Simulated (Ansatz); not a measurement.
Results of r²SCAN (plane waves, PAW; Ansatz, an electronic-structure program) for Be₃N₂ (Ia-3, No. 206).

Numerical settings: plane-wave cutoff 560 eV, 6×6×6 k mesh, Fermi–Dirac smearing 0.01 eV, scalar-relativistic PAW data made under PBE.

The direct gap at Γ against volume; x = 100 ln(V/6.678 Å³). One gap is withheld.

```
V (Å³/atom)      x  gap (eV)
-----------  -----  --------
6.411        -4.08         ?
6.544        -2.03     4.009
6.678         0.00     3.986
6.811         1.97     3.964
6.945         3.92     3.942
```

Problem. Fit a straight line to the rows shown, give the volume deformation potential and predict the withheld gap.

Solution. Means of the 4 rows: x̄ = 0.965, ȳ = 3.9753 eV. Σ(x − x̄)(y − ȳ) = -0.2210 and Σ(x − x̄)² = 19.643, so the slope is -0.0113 eV per unit of x, and dE_g/d ln V = -1.1 eV. At x = -4.08: 3.9753 + (-0.0113) × (-4.08 − (0.965)) = 4.032 eV. The run gives 4.032 eV, 0.000 eV below the line.
